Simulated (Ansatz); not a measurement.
The cell is built on a prototype and need not be the phase stable at ambient conditions.

By PBEsol, the system below comes out a metal.

Without scattering a metal conducts by its projected Fermi surface.

Consider the following.

```
Ga3Mo
1.0
    3.75160     0.00000     0.00000
    0.00000     3.75160     0.00000
    1.87580    -1.87580     4.22302
Ga Mo
3 1
Direct
  0.50000   0.50000   0.00000
  0.25000   0.25000   0.50000
  0.75000   0.75000   0.50000
  0.00000   0.00000   0.00000
```

Space group of this cell: I4/mmm. The cell was relaxed by PBE-D3(BJ); by PBEsol its mean pressure is -0.7 GPa.

The current flows along the normal of the first two printed cell vectors. No spin-orbit coupling; the value is a mean over 0.1 eV about the Fermi level.

Estimate the ballistic conductance per area that Ansatz (a quantum-chemistry and plane-wave program) with PBEsol returns for this system.

0.67 × 10¹⁵ S/m² for both spins.
